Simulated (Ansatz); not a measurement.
# WS2, response to strain

Consider WS2 in the 2H-MoS2 type structure (space group P6_3/mmc, No. 194; a = 3.170 Å, c = 12.492 Å; layered, stacked along the Cartesian z axis). Axes: x lies along a and z along c of the hexagonal cell.

Strains are applied to the cell and any free atomic positions relax; under biaxial strain the out-of-plane vector relaxes too.

Levels (all Ansatz, an electronic-structure program, PAW): r2SCAN+rVV10 (500 eV, scalar-relativistic without spin-orbit coupling); HSE06 (420 eV, scalar-relativistic without spin-orbit coupling).

Band gaps by level, all at the geometries relaxed with r2SCAN+rVV10:

| case | r2SCAN+rVV10 | HSE06 |
|---|---|---|
| base | 1.13 eV | 1.57 eV |
| biaxial strain −3.44 %, plane normal [001], relaxed out of plane | 1.29 eV | [?] |
| isotropic strain −1.33 % | 1.08 eV | [?] |
| isotropic strain +2.20 % | 0.90 eV | 1.26 eV |

Question: Complete the table.

Answer: 
- biaxial strain −3.44 %, plane normal [001], relaxed out of plane, HSE06: 1.74 eV
- isotropic strain −1.33 %, HSE06: 1.51 eV

Single points use the geometry relaxed with r2SCAN+rVV10. HSE06 gaps are upper bounds (no full band path). With W present, leaving out spin-orbit coupling can change the band edges. Stability against distortions was not tested.
